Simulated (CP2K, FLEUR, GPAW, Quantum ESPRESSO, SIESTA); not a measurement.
**Al2Pd (P1, 3 atoms in the cell) computed with different codes at matched settings**

Self-consistent single point, at a second geometry (atoms moved at random). First geometry:

```
CELL_PARAMETERS angstrom
      0.00000     2.94954     2.94954
      2.94954     0.00000     2.94954
      2.94954     2.94954     0.00000
ATOMIC_POSITIONS crystal
  Al 0.25000 0.25000 0.25000
  Al 0.75000 0.75000 0.75000
  Pd 0.00000 0.00000 0.00000
```

Second geometry:
```
Al2Pd
1.0
    0.00000     2.94954     2.94954
    2.94954     0.00000     2.94954
    2.94954     2.94954     0.00000
Al Pd
2 1
Direct
  0.23477   0.26528   0.24210
  0.76398   0.74863   0.75353
  0.00125   0.98609   0.00438
```

Shared settings, as Quantum ESPRESSO writes them: occupations = smearing; smearing = gauss; degauss = 0.0099958 Ry; K_POINTS = automatic 7 7 7 0 0 0. Potentials and cutoffs stand in the table.

```
code                                                                                                                                      model  ΔF from the first geometry (meV/atom)  pressure (GPa)  largest force (eV/Å)           cutoff
----------------  -----------------------------------------------------------------------------------------------------------------------------  -------------------------------------  --------------  --------------------  ---------------
SIESTA            GGA PBEsol, numerical atomic orbitals DZP, PseudoDojo PBEsol standard norm-conserving potentials (rewritten from UPF to PSML)                                   19.1            0.71                 0.750      grid 350 Ry
CP2K                                                                 PBEsol, GPW, DZVP-MOLOPT-SR-GTH basis, GTH-PBE potentials (GTH_POTENTIALS)                                   18.2            1.52                 0.719      grid 500 Ry
GPAW                                                                                      PBEsol, GPAW PAW datasets PBEsol (made by gpaw-setup)                                   17.4            0.25                 0.684           600 eV
FLEUR                                                                           PBEsol, all-electron FLAPW (FLEUR), scalar-relativistic valence                                      –               –                 0.676  Kmax 4.5 1/bohr
Quantum ESPRESSO                                                          PBEsol, PseudoDojo standard norm-conserving (PBESOL) pseudopotentials                                   17.4           -0.09                 0.684            85 Ry
```

Size of the force on each atom (eV/Å): Sizes of forces hide their directions.

```
code                Al1    Al2    Pd3
----------------  -----  -----  -----
SIESTA            0.691  0.592  0.750
CP2K              0.658  0.564  0.719
GPAW              0.630  0.540  0.684
FLEUR             0.621  0.533  0.676
Quantum ESPRESSO  0.631  0.540  0.684
```

A dash marks a value that a program does not give, or that is left out as unsure.

On SIESTA's run: spin polarisation is off.

The spread over the programs that give each value: ΔF from the first geometry within 1.7 meV/atom; pressure within 1.61 GPa; largest force within 0.074 eV/Å.

SIESTA and CP2K use small atom-centred bases, whose incompleteness enters pressures, forces and empty levels differently from a plane-wave cutoff. FLEUR treats all electrons, but the usual bases taken here (sphere radii, linearisation, local orbitals, empty states) were not tested for convergence, so the values are no reference for the others. In the pressure, CP2K (by 1.44) lies more than 1 GPa from the median of the plane-wave programs.

The starting cell comes from a database of computed structures (which also holds hypothetical and non-ambient phases and stackings), without a prior relaxation at this level. For this run, on top of that: atoms moved at random.

Left out of this page: Elk (not drawn, or without a comparable value).
